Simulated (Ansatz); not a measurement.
Base system: SiC in the zinc blende structure (space group F-43m, No. 216; a = 4.380 Å).

All numbers come from PBE in Ansatz (plane waves to 420 eV, PAW, without spin-orbit coupling).

Before the change:

```
Property                       Result
---------  --------------------------
Hole mass  0.36, 0.59, 0.59 mₑ (at Γ)
```

The change: a hydrostatic pressure of 9 GPa.

Task: What happens to the mean gap deformation potential ΔEg/Δln V?

Result: The mean gap deformation potential ΔEg/Δln V amounts to +0.9 eV.

Task: How does this affect the hole mass?

Result: The hole mass (degenerate bands, along [100]) changes from 0.36, 0.59, 0.59 mₑ (at Γ) to 0.38, 0.60, 0.60 mₑ (at Γ).

Load acts through the strain it causes; cell and atoms are relaxed under it. Effective masses come from finite differences of ±0.01 Å⁻¹. No phonon test of stability was made. No other phases were tried under pressure.

Ansatz is an electronic-structure program.
